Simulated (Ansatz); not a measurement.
## Response to strain in BeS

Start from BeS in the zinc blende structure (space group F-43m, No. 216).

```yaml
crystal:
  lattice:
    - [0.00000, 2.43431, 2.43431]
    - [2.43431, 0.00000, 2.43431]
    - [2.43431, 2.43431, 0.00000]
  atoms:
    - { symbol: Be, position: [0.00000, 0.00000, 0.00000] }
    - { symbol: S, position: [0.25000, 0.25000, 0.25000] }
```

Cartesian axes are those of the cell as printed.

Strains are applied to the cell and any free atomic positions relax.

Method: r2SCAN (Ansatz, a quantum-chemistry and plane-wave program), scalar-relativistic without spin-orbit coupling.

Notes on the quantities. energy relative to the base: free energy F.

```tsv
variant	energy relative to the base	volume per atom	smallest direct gap	band gap
base	0 meV/atom	14.43 Å³	6.22 eV	3.59 eV
tensor shear ε_xy = +1.14 %	+2.0 meV/atom	14.42 Å³	5.99 eV	3.48 eV
tensor shear ε_xy = +1.43 %	+3.2 meV/atom	14.42 Å³	5.93 eV	3.45 eV
tensor shear ε_xy = +0.29 %	+0.1 meV/atom	14.43 Å³	6.17 eV	3.57 eV
tensor shear ε_xy = +1.71 %	+4.6 meV/atom	14.42 Å³	5.87 eV	3.41 eV
tensor shear ε_xy = +0.57 %	+0.5 meV/atom	14.42 Å³	6.11 eV	3.54 eV
tensor shear ε_xy = +0.86 %	+1.2 meV/atom	14.42 Å³	6.05 eV	3.51 eV
tensor shear ε_xy = +2.00 %	+6.3 meV/atom	14.42 Å³	5.81 eV	3.38 eV
```

Whether these cells are dynamically stable was not tested.
